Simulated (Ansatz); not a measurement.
Li on the 1x1 (111) surface of fcc Au (the real clean face reconstructs), one in a 2x2 cell, started at the site 'hollow Au-Au-Au over Au at depth 2.4 Å'

The numbers are results of PBE (plane waves to 420 eV, PAW; Ansatz, a first-principles code), not measurements.

Slab: 17 atoms, 7.2 Å thick at the start under the adsorbate (thin: gaps and levels are the slab's own); k 6x6x1, smearing 0.1 eV, dipole-corrected; 8 atoms held, the rest relaxed; start symmetry kept, larger cells not searched; no spin, no spin-orbit, no U, no dispersion correction. At the end it is bonded to 3 Au. In PBE it is, or lies within 0.03 eV of, the lowest of the starts that converged.

```yaml
adsorption energy against an atom of bcc Li: -0.83 eV
work_function_of_the_top_face: 2.41 eV
change_of_the_work_function: -2.72 eV
change_of_the_step_from_the_bottom_to_the_top_vacuum_level_against_the_clean_slab: -2.73 eV
energy_released_by_relaxation: 0.085 eV
height of the binding atom over the mean of the host atoms within 0.3 Å of the top one: 1.888 Å
nearest_host_atoms_of_the_binding_atom: Au at 2.57 Å, Au at 2.57 Å, Au at 2.57 Å
largest_move_of_a_host_atom: 0.12 Å
cost: about 5 core-minutes (a rough figure)
```

A negative adsorption energy means that the adsorbate is more stable on the surface than in its reference.
